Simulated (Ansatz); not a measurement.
Input and output of a self-consistent single point for Ge (P6/mmm, 3 atoms in the cell) (Ansatz, a program for electronic structure).

Level of theory: LDA (PW92), default PAW files made with PBE (plane waves; Ansatz).

```
CELL_PARAMETERS angstrom
      4.79890     0.00000     0.00000
     -2.39945     4.15597     0.00000
      0.00000     0.00000     2.91877
ATOMIC_POSITIONS crystal
  Ge 0.00000 0.00000 0.00000
  Ge 0.33333 0.66667 0.50000
  Ge 0.66667 0.33333 0.50000
```

Reference input (self-consistent single point, DFT, LDA (PW92), plane waves, default PAW files made with PBE): basis.ecutwfc = 420 eV; kpoints.mp_grid.grid = 6 6 8; hamiltonian.xc = lda; hamiltonian.pseudopotentials = {kind: paw} (the program's default PAW files); scf.occupations.method = fermi_dirac; scf.occupations.width = 0.05 eV. This run's input differs from it in these lines:

Ansatz 0.2 input:
```diff
@@ -10,3 +10,3 @@
 basis:
-  ecutwfc: 420.0 eV
+  ecutwfc: 250.0 eV
 kpoints:
```

Output (repeated stretches shortened):

```
SCF iter   1: F=—  HF=-12642.984922 eV  |F-HF|=—  |Δ(HF+E_count)|=         —  Δρ=1.21e-2  dr2=3.11e-2  ethr=1.77e-3  ⟨swp⟩=4.6  Hψ=3293  notcnv=0
all-band conjugate gradients solve this SCF's bands
preconditioner: auto → none
SCF iter   2: F=—  HF=-12642.573154 eV  |F-HF|=—  |Δ(HF+E_count)|=   4.12e-1  Δρ=8.69e-3  dr2=3.57e-2  ethr=7.41e-5  ⟨swp⟩=2.0  Hψ=2086  notcnv=0  defer=14
SCF iter   3: F=—  HF=-12642.557133 eV  |F-HF|=—  |Δ(HF+E_count)|=   1.60e-2  Δρ=2.44e-3  dr2=1.90e-3  ethr=7.41e-5  ⟨swp⟩=2.0  Hψ=1209  notcnv=0  defer=14
SCF iter   4: F=—  HF=-12642.556361 eV  |F-HF|=—  |Δ(HF+E_count)|=   7.72e-4  Δρ=3.56e-4  dr2=2.87e-5  ethr=4.52e-6  ⟨swp⟩=2.1  Hψ=1612  notcnv=0  defer=14
SCF iter   5: F=—  HF=-12642.556364 eV  |F-HF|=—  |Δ(HF+E_count)|=   3.13e-6  Δρ=4.45e-5  dr2=9.82e-7  ethr=6.84e-8  ⟨swp⟩=2.7  Hψ=1587  notcnv=0  defer=14
SCF iter   6: F=-12642.556364 eV  HF=-12642.556364 eV  |F-HF|=2.05e-8  |Δ(HF+E_count)|=   2.03e-7  Δρ=5.55e-6  dr2=1.22e-8  ethr=2.38e-10  ⟨swp⟩=6.0  Hψ=3443  notcnv=0
SCF 1 converged in 6 iterations: F = -12642.556364 eV  dr2 = 1.22e-8
Free energy (F): -12642.556364 eV
Internal energy: -12642.546381 eV  (E = F + TS)
E sigma→0 (E₀):  -12642.551372 eV
Entropy (-TS):   -0.009983 eV (-3.328 meV/atom)
Fermi energy:    10.251168 eV
--- Forces (eV/Å), atoms counted from 1 ---
  atom   1  Ge     0.00000000    -0.00000000     0.00000000
   [... zero for the other atoms too ...]
--- Stress (GPa, compression-positive) ---
       -2.120516       0.000000       0.000000
        0.000000      -2.120516       0.000000
        0.000000       0.000000      -7.293393
  P = ⅓ Tr σ = -3.8448 GPa (-38.448 kbar)
  The stress holds the Pulay correction. Without it, at fixed plane waves, as pw.x and ABINIT print it: P = -75.7610 GPa
```

The run converged in 6 iterations. Against the reference run the free energy rises by 1.22 eV/atom and the pressure goes from -5.22 to -3.84 GPa.

The starting cell was generated: these elements placed on a structure prototype, without a prior relaxation; it need not be a known phase or ordering of this composition. Ansatz's pressure includes its estimate of the finite-basis (Pulay) stress. Without the estimate this run gives -75.76 GPa. The cutoff lies below the one recommended for these files.
